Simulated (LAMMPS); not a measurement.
System: a melt made from Ni (fcc), 2048 atoms, at 2250 K and 5 GPa, brought to that temperature within a few picoseconds.

Computed with classical MD, pair style meam, file library.meam (library.meam-Ni), run in LAMMPS.

* **state found**: liquid
* **density**: 7.948 ± 0.002 g/cm³
* **volume per atom**: 12.263 ± 0.004 Å³/atom
* **enthalpy per atom**: -3.2075 ± 0.0008 eV/atom
* **first peak of g(r)**: 2.44 Å, height 3.0
* **coordination number**: 13.0 (counted to 3.38 Å)
* **most common Ni-Ni-Ni angle**: at the 3° bin centred on 55.5°, after smoothing over three bins (mean of all 96°)
* **self-diffusion coefficient of Ni (not corrected for cell size)**: (1.84 ± 0.04) × 10^-5 cm²/s
* **mean frequency of the vibrational (phonon) density of states**: 7.9 THz
* **cost**: very roughly 8 core-minutes

Potential: file library.meam of the LAMMPS distribution; its header cites Baskes, Phys Rev B, 46, 2727-2742 (1992).

Caution: the potential MEAM library.meam-Ni is a first-neighbour MEAM set with a 4 Å cutoff, used here without a parameter file and away from the static properties it was fitted to. Caution: a run this short can hold a crystal over, or a liquid under, the potential's own melting point, which these runs don't give.

States go by the mean squared displacement: a species diffuses where it passes 1.5 Å², still rises and gives D over 1e-6 cm²/s; a crystal has left its structure where atoms lie 0.35 Å off their sites on average or a cubic box changes its shape by 3 %, or the axial ratios of another lie 8 % off the starting cell's, which the potential's own relaxation can also do.

Errors of D are the spread over four groups of atoms in one short run; a floor of about 5 %, a picked value, is safer.

The ± values are statistical; the model's systematic error is not in them.

```csv
angle (°),"probability per degree, Ni-Ni-Ni"
34.50,0.0000
37.50,0.0003
40.50,0.0019
43.50,0.0055
46.50,0.0098
49.50,0.0129
52.50,0.0140
55.50,0.0138
58.50,0.0132
61.50,0.0119
64.50,0.0101
67.50,0.0078
70.50,0.0061
73.50,0.0065
76.50,0.0069
79.50,0.0072
82.50,0.0074
85.50,0.0078
88.50,0.0082
91.50,0.0087
94.50,0.0091
97.50,0.0095
100.5,0.0099
103.5,0.0099
106.5,0.0101
109.5,0.0099
112.5,0.0095
115.5,0.0090
118.5,0.0085
121.5,0.0079
124.5,0.0075
127.5,0.0072
130.5,0.0065
133.5,0.0066
136.5,0.0062
139.5,0.0059
142.5,0.0056
145.5,0.0053
148.5,0.0049
151.5,0.0046
154.5,0.0040
157.5,0.0038
160.5,0.0032
163.5,0.0027
166.5,0.0022
169.5,0.0018
172.5,0.0012
175.5,0.0007
178.5,0.0002
```
